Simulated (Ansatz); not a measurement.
Cost and result by functional for the surface energy of the (11-20) surface of wurtzite CdSe in its 1x1 cell (cut with top plane 2 Cd + 2 Se, bottom plane 2 Cd + 2 Se), outermost plane spacing 2.19 Å in the ideal cut, in Ansatz (plane waves, PAW). Single points on the PBE structure, on one kind of machine; costs are rough ratios of the slab run's core time (references not counted) to the cheapest single point. r2SCAN's cost holds its higher cutoff (500 against 420 eV). Differences are taken against r2SCAN for comparison alone: no measured value is at hand, so the table doesn't rank accuracy.

Set-up: 24 atoms, Cd12Se12, 11.0 Å thick at the start; mesh 4x4x1; 0.025 eV smearing; dipole correction on; all atoms relaxed; start symmetry kept, larger cells not searched; no spin, no spin-orbit, no U. These notes are the PBE run's.

```tsv
functional	relative cost	surface energy (J/m²)	less r2SCAN (J/m²)
PBEsol	1	0.29	-0.03
RPBE	1	0.15	-0.17
LDA	1	0.37	0.05
r2SCAN	2	0.32	0.00
PBE (the relaxed run's value)	–	0.23	-0.09
```

The values span 0.22 J/m², while the single points' costs differ by a factor of roughly 2. Differences are of unrounded values.

Ansatz is a quantum-chemistry and plane-wave program.
